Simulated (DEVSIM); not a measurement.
Structure: Schottky contact on n-type GaSb, at 300 K.

Layer 1 from the left is GaSb, thickness (μm) 0.820, Nd (cm⁻³) 3.9e16, τn (s) 8.9e-9, τp (s) 8.9e-9.

Left contact: Schottky, work function 4.5 eV, emission velocity 2.1e6 cm/s. Right contact: ohmic. Voltage is applied to the left contact. Recombination: SRH at mid-gap, radiative, Auger. Mobility is μmin + (μ − μmin)/(1 + (N/Nref)^α).

The device is made up for the run: typed textbook-type constants, with dimensions and the other settings drawn at random. Values at 300 K.

GaSb: gap (eV) 0.726, affinity (eV) 4.06, permittivity 15.7, Nc (cm⁻³) 2.1e17, Nv (cm⁻³) 1.8e19, μn (cm²/Vs) 5000, μp (cm²/Vs) 850, μn,min 1000, μp,min 190, Nref,n 2.8e17, Nref,p 9e17, αn 1.05, αp 0.65, B (cm³/s) 1e-10, Cn (cm⁶/s) 5e-30, Cp (cm⁶/s) 5e-30.

**Question.** Estimate by hand the built-in potential, the peak field at zero bias, and compare with a numerical solution.

**Answer.** 
- Built-in potential: barrier φB = 0.440 eV; Vbi = φB − kT/q ln(N_band/N) = 0.396 V; numerical 0.396 V.
- Peak field at zero bias: depletion approximation: W = √(2εVbi/(qN)) = 0.133 μm with N = 3.90e16 cm⁻³; field = 2Vbi/W = 59700 V/cm; numerical 57500 V/cm (estimate above by 3.8 %).

Simulated with DEVSIM: 1D drift-diffusion, Boltzmann statistics, complete ionisation; no tunnelling, impact ionisation, image-force lowering or self-heating. Metal contacts follow the ideal Schottky-Mott rule: no Fermi-level pinning, no interface dipoles.
